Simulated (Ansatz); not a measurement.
**WSe2: stress against strain**

WSe2 (2H layered, P6_3/mmc, 19.843 Å³/atom at rest, c along z) under an equal strain ε in the (0001) plane with the normal axis free, as in a coherent film. PBE-D3(BJ) in Ansatz, a plane-wave DFT program (PAW, default set), 420 eV, 12×12×3 Γ-centred mesh, Fermi-Dirac smearing 0.05 eV; ions are relaxed within the symmetry of each cell. Stress is positive for a compressed cell.

Here s stands for strain and y for stress xx.

| strain (%) | stress xx (GPa) |
|---|---|
| -3.00 | ? |
| -1.20 | 2.94 |
| -0.60 | 1.43 |
| 0.00 | 0.00 |
| 0.60 | -1.37 |
| 1.20 | -2.68 |

Taking a straight line for y over the 5 complete rows: Means: s 0, y 0.064. About the means, the sum of products is -8.4240 and the sum of squares of s is 3.6000; the slope is their ratio. Least squares gives y = 0.064 - 2.3400·s. Residuals (row less fit): 0.068, -0.038, -0.064, -0.030, 0.064; standard error 0.071 (degrees of freedom: 3). The slope gives the biaxial elastic modulus of this plane = 234 ± 4 GPa.

**Question.** Estimate the missing y (s = -3.00); what did the run itself give?

**Answer.** y = 0.064 - 2.3400 × (-3.0) = 7.084 GPa. The calculation gives 7.91 GPa, 0.826 GPa above the prediction (7.8 % of the range of y in the table). The row lies outside the fitted rows, so this is an extrapolation. From the scatter of the fitted rows alone, a prediction at this place has a standard error of 0.137 GPa, so the miss is 6.0 times that.

One order more, fitted to all 11 runs of the series, follows each within 0.02, so the miss is the next term of a smooth law. Rows are the converged runs of the series near zero and its far end; series whose fitted rows scatter by over a few per cent of the range, as at a crossing or softening among them, aren't shown in this form. Most that stay on the fit to the last digits aren't either.
